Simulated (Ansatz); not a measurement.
# Short convergence ladders for YCu2Ge2 (I4mm, 5 atoms in the cell)

```yaml
crystal:
  lattice:
    - [-2.00931, 2.00931, 5.12180]
    - [2.00931, -2.00931, 5.12180]
    - [2.00931, 2.00931, -5.12180]
  atoms:
    - { symbol: Y, position: [0.00488, 0.00488, 0.00000] }
    - { symbol: Cu, position: [0.75000, 0.25000, 0.50000] }
    - { symbol: Cu, position: [0.25000, 0.75000, 0.50000] }
    - { symbol: Ge, position: [0.61934, 0.61934, 0.00000] }
    - { symbol: Ge, position: [0.38066, 0.38066, 0.00000] }
```

Base method: LDA (PW92), default PAW files made with PBE (plane waves; Ansatz, an electronic-structure program).

Base settings: basis.ecutwfc = 420 eV; kpoints.mp_grid.grid = 6 6 6; hamiltonian.xc = lda; hamiltonian.pseudopotentials = {kind: paw} (the program's default PAW files); scf.occupations.method = gaussian; scf.occupations.width = 0.1 eV.

The count of work is k-points × plane waves × bands × iterations; it is no time. Core times come from one kind of shared machine, to one figure; runs under 30 s give none.

**The cutoff for other potential files**

Level: DFT, LDA (PW92), plane waves, harder PAW files (source: ansatz) made with PBE.

In this ladder: hamiltonian.pseudopotentials = {kind: paw, source: ansatz}.

The second cell is the first with its lattice scaled by 0.98.

The mesh stays at the base's, so the ladder's end is converged at best in this setting alone.

The first pressure column holds Ansatz's estimate of the finite-basis (Pulay) stress, which hides part of the cutoff error; the other is without it.

Only quantities that move along the ladder and can be compared are tabulated.

```tsv
basis.ecutwfc	free energy less the last step's (meV/atom)	energy of the compressed cell less the first (meV/atom)	pressure (GPa)	pressure without the Pulay estimate (GPa)	largest difference of a force vector from the last step's (eV/Å)	count of work / last	core time / last (rough)
370 eV	9390.87	6.55	-5.24	-422.62	0.151	0.11	–
450 eV	2031.87	-17.73	-5.60	-123.06	0.009	0.14	–
575 eV	127.20	-10.27	-5.12	-17.00	0.009	0.21	–
695 eV	5.08	-11.63	-5.25	-5.79	0.000	0.25	–
820 eV	1.73	-11.67	-5.25	-5.27	0.000	0.35	0.3
985 eV	0.93	-11.67	-5.26	-5.29	0.000	0.47	0.4
1230 eV	0.15	-11.67	-5.26	-5.26	0.000	0.65	0.6
1640 eV	0.00	-11.67	-5.26	-5.26	0.000	1.0	1
```

Coarsest basis.ecutwfc that holds the pressure without the Pulay estimate within 0.2 GPa of the last step, with all finer ones: 820 eV, at 0.35 of the last step's count of work and about 0.3 of the last step's time; the step before is off by 0.53 GPa.

Coarsest basis.ecutwfc that holds the forces within 0.02 eV/Å of the last step, with all finer ones: 450 eV, at 0.14 of the last step's count of work; the step before is off by 0.15 eV/Å.

Coarsest basis.ecutwfc that holds the energy of the compressed cell less the first within 0.5 meV/atom of the last step, with all finer ones: 695 eV, at 0.25 of the last step's count of work; the step before is off by 1.4 meV/atom.

The energy difference between the two cells stays within 1 meV/atom of the last step's from 695 eV on, the total only from 985 eV on: much of the error is common to both cells and cancels.

At the lowest cutoff the pressure without the Pulay estimate lies 417 GPa under the last step's, the usual sign of Pulay stress in an incomplete plane-wave basis.

**The density cutoff**

The second cell is the first with its lattice scaled by 0.98.

The mesh stays at the base's, so the ladder's end is converged at best in this setting alone.

Only quantities that move along the ladder and can be compared are tabulated.

| basis.ecutrho_ratio | free energy less the last step's (meV/atom) | energy of the compressed cell less the first (meV/atom) | pressure (GPa) |
|---|---|---|---|
| 2 | -17.43 | -10.88 | -4.27 |
| 3 | -0.39 | -11.88 | -5.26 |
| 4 | -0.01 | -11.87 | -5.28 |
| 5 | 0.00 | -11.87 | -5.28 |
| 6 | 0.00 | -11.87 | -5.28 |
| 8 | 0.00 | -11.87 | -5.28 |
| 10 | 0.00 | -11.87 | -5.28 |
| 12 | 0.00 | -11.87 | -5.28 |
| 16 | 0.00 | -11.87 | -5.28 |

Coarsest basis.ecutrho_ratio that holds the free energy within 1 meV/atom of the last step, with all finer ones: 3; the step before is off by 17 meV/atom.

Coarsest basis.ecutrho_ratio that holds the pressure within 0.05 GPa of the last step, with all finer ones: 3; the step before is off by 1.0 GPa.

Coarsest basis.ecutrho_ratio that holds the energy of the compressed cell less the first within 0.5 meV/atom of the last step, with all finer ones: 3; the step before is off by 0.99 meV/atom.

The energy difference between the two cells stays within 1 meV/atom of the last step's from 2 on, the total only from 3 on: much of the error is common to both cells and cancels.

**The relaxed cell against the cutoff**

On YCu₂Ge₂ (I4/mmm, 5 atoms in the cell): atoms on their sites.

In this ladder: relax = cell and atoms.

The mesh stays at the base's, so the ladder's end is converged at best in this setting alone.

Only quantities that move along the ladder and can be compared are tabulated.

| basis.ecutwfc | relaxed volume (Å³/atom) | relaxation steps | core time / last (rough) |
|---|---|---|---|
| 210 eV | 15.939 | 92 | 3 |
| 250 eV | 15.841 | 82 | 3 |
| 295 eV | 15.773 | 21 | 1 |
| 355 eV | 15.808 | 7 | 0.4 |
| 420 eV | 15.799 | 5 | 0.5 |
| 505 eV | 15.800 | 5 | 0.5 |
| 630 eV | 15.799 | 5 | 0.7 |
| 840 eV | 15.799 | 5 | 1 |

Coarsest basis.ecutwfc that holds the relaxed volume within 0.016 Å³/atom of the last step, with all finer ones: 355 eV, at about 0.4 of the last step's time; the step before is off by 0.026 Å³/atom.

At the lowest cutoff the cell relaxes to a volume 0.9 % larger than at the highest. Ansatz relaxes on a stress corrected for the finite basis.

On the base run: the starting cell comes from a database of computed structures (which also holds hypothetical and non-ambient phases and stackings), without a prior relaxation at this level. Its lattice was rescaled by up to half a per cent. One atom was moved a little off its site on purpose. Spin polarisation is off.

Keys are those of Ansatz 0.2.
